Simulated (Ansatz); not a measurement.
# GaN: energy against strain

GaN (wurtzite, P6_3mc, 11.051 Å³/atom at rest, c along z) under an equal strain ε in the (0001) plane with the normal axis free, as in a coherent film. LDA in Ansatz, a plane-wave DFT program (PAW, default set), 420 eV, 12×12×7 Γ-centred mesh, Fermi-Dirac smearing 0.05 eV; ions are relaxed within the symmetry of each cell.

Here s stands for strain and y for E less E0.

```csv
strain (%),E less E0 (meV/atom)
-3.00,?
-1.20,4.64
-0.60,1.14
0.00,0.00
0.60,1.09
1.20,4.40
```

**Question.** Fit y against s with a parabola, and predict the withheld value at s = -3.00.

**Answer.** Least squares gives y = -0.010 - 0.0883·s + 3.1448·s². Residuals (row less fit): 0.016, -0.035, 0.010, 0.021, -0.013; standard error 0.033 (degrees of freedom: 2). Twice the quadratic coefficient over the volume, 2 × 3.1448 meV × 10⁴ × 0.1602 / 11.051 Å³, is twice the biaxial elastic modulus of this plane = 912 ± 7 GPa. At the withheld row, y = -0.010 - 0.0883 × (-3.0) + 3.1448 × (-3.0)² = 28.558 meV/atom. The calculation gives 30.08 meV/atom, 1.522 meV/atom above the prediction (5.1 % of the range of y in the table). The row lies outside the fitted rows, so this is an extrapolation. From the scatter of the fitted rows alone, a prediction at this place has a standard error of 0.212 meV/atom, so the miss is 7.2 times that.

One order more, fitted to all 11 runs of the series, follows each within 0.01, so the miss is the next term of a smooth law. Rows are the converged runs of the series near zero and its far end; series whose fitted rows scatter by over a few per cent of the range, as at a crossing or softening among them, aren't shown in this form. Most that stay on the fit to the last digits aren't either.
